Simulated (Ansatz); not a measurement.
**Response to strain in SiO2**

Start from SiO2 in the rutile structure (space group P4_2/mnm, No. 136; a = 4.185 Å, c = 2.669 Å). Axes: x, y, z lie along a, b, c of the conventional cell.

Strains are applied to the cell and any free atomic positions relax; under biaxial strain the out-of-plane vector relaxes too.

Computed with r2SCAN/PAW in Ansatz (a quantum-chemistry and plane-wave program), no spin-orbit coupling.

Candidates:
(a) isotropic strain +0.92 %
(b) biaxial strain −2.45 %, plane normal [001], relaxed out of plane
(c) isotropic strain −0.91 %
(d) biaxial strain +1.25 %, plane normal [001], relaxed out of plane

Before the change:

The band gap is 6.51 eV.

Q: Order them by band gap, highest first.

A: (c) isotropic strain −0.91 % (6.99 eV), (b) biaxial strain −2.45 %, plane normal [001], relaxed out of plane (6.97 eV), (d) biaxial strain +1.25 %, plane normal [001], relaxed out of plane (6.30 eV), (a) isotropic strain +0.92 % (6.05 eV)

No phonon test of stability was made.
